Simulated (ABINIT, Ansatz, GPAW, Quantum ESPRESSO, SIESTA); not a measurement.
## Code comparison for Nb3Sn (Pm-3n, 8 atoms in the cell)

Self-consistent single point.

```
CELL_PARAMETERS angstrom
      5.40017     0.00000     0.00000
      0.00000     5.40017     0.00000
      0.00000     0.00000     5.40017
ATOMIC_POSITIONS crystal
  Nb 0.25000 0.00000 0.50000
  Nb 0.75000 0.00000 0.50000
  Nb 0.50000 0.75000 0.00000
  Nb 0.50000 0.25000 0.00000
  Nb 0.00000 0.50000 0.75000
  Nb 0.00000 0.50000 0.25000
  Sn 0.00000 0.00000 0.00000
  Sn 0.50000 0.50000 0.50000
```

Shared settings, as Ansatz (a first-principles code) writes them: kpoints.mp_grid.grid = 3 3 3; scf.occupations.method = gaussian; scf.occupations.width = 0.1 eV. Potentials and cutoffs stand in the table.

| code | model | pressure (GPa) | cutoff |
|---|---|---|---|
| SIESTA | GGA PBE, numerical atomic orbitals DZP, PseudoDojo PBE standard norm-conserving potentials (rewritten from UPF to PSML) | -7.54 | grid 350 Ry |
| Ansatz | PBE, default PAW files | -7.05 | default |
| ABINIT | PBE, PAW (JTH v2.0 PBE PAW) | -7.40 | 20 Ha |
| Quantum ESPRESSO | PBE, PSlibrary PAW (PBE) pseudopotentials | -8.21 | 55 Ry |
| GPAW | PBE, GPAW PAW datasets PBE (gpaw-data 1.0.1) | -7.75 | 550 eV |

On Ansatz's run: spin polarisation is off.

The spread over the programs that give each value: pressure within 1.16 GPa.

SIESTA uses small atom-centred bases, whose incompleteness enters pressures, forces and empty levels differently from a plane-wave cutoff. Ansatz's pressure is given at a fixed set of plane waves, as the other plane-wave codes print theirs; with its correction for the finite basis it is -7.01 GPa.

On the base mesh (5 5 5) the same programs gave: Ansatz pressure -6.66 GPa; Quantum ESPRESSO pressure -7.82 GPa; ABINIT pressure -7.01 GPa; GPAW pressure -7.36 GPa; SIESTA pressure -7.17 GPa.

The values differ from the base mesh's, so the mesh still matters here: the table compares the programs at equal settings.

The starting cell comes from a database of computed structures (which also holds hypothetical and non-ambient phases and stackings), without a prior relaxation at this level. Its lattice was rescaled by a random factor within 2.5 % of one.

Left out of this page: CP2K (on another mesh); Elk and FLEUR (not drawn, or without a comparable value).

Keys are those of Ansatz 0.2.
